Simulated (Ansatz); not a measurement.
A foreign element X on all Ta sites of the top plane of rock-salt TaC (100) (six planes of the host, 1x1 cell of 10.02 Å², clean work function 3.68 eV). ΔE counts an X atom from its bulk element, the displaced Ta going to its own. E_seg is the energy of the plane on top less that of the same plane lying second, under one plane of the host, at equal numbers of atoms; a negative value keeps X outside. χ is Pauling's electronegativity. These are constructed structures, held to the host's lattice; rows with a moment ran spin-polarised from parallel moments in the plane, the only order that a 1x1 cell holds, and a change of moment is part of their E_seg. Rows without one ran without spin, though stretched planes of other d metals may be magnetic.

These are PBE (plane waves to 420 eV, PAW; Ansatz, a program for electronic structure) values and carry that method's errors.

```
X      χ  ΔE (eV)  Δφ (eV)  E_seg (eV)  moment of the cell, X on top / second (μB)
--  ----  -------  -------  ----------  ------------------------------------------
Mg  1.31     2.55        ?        0.33                                           –
Zr  1.33    -0.41    -0.51        0.05                                           –
Sc  1.36    -0.13    -0.57        0.39                                           –
Ti  1.54    -0.39     0.37        0.48                                           –
Mo  2.16     1.51     0.54        0.12                                           –
Ru  2.20     3.34     1.16        0.84                                           –
W   2.36     1.68     0.59       -0.02                                           –
```

### Question
Fit a straight line of Δφ against χ to the other rows and predict the withheld value for Mg.

### Answer
Least squares gives Δφ = -2.00 + (1.24) × χ, with a root-mean-square miss of 0.32 eV. For Mg, χ = 1.31 gives -0.38 eV; the run gave 0.47 eV, 0.85 eV away, 2.6 times that miss. Of the pairs tried (Δφ and E_seg against χ, E_seg against ΔE) this one correlates best on the rows given.

Work function. Over these 7 rows Δφ correlates with χ at r = 0.72. It runs from -0.57 eV (Sc) to 1.16 eV (Ru), that is from 3.11 to 4.84 eV in all.

Place. E_seg is below −0.05 eV, so that the full plane is lower on top, for none; above 0.05 eV, so that it is lower under one plane of the host, for Mg, Sc, Ti, Mo, Ru.

ΔE is negative for Zr, Sc, Ti: there X takes the place of Ta in the top plane with a gain against the two bulk elements. Alloying within the plane, relief of strain and larger cells were not tried.

Left out: 18 runs of this family that did not converge or found no flat vacuum level.
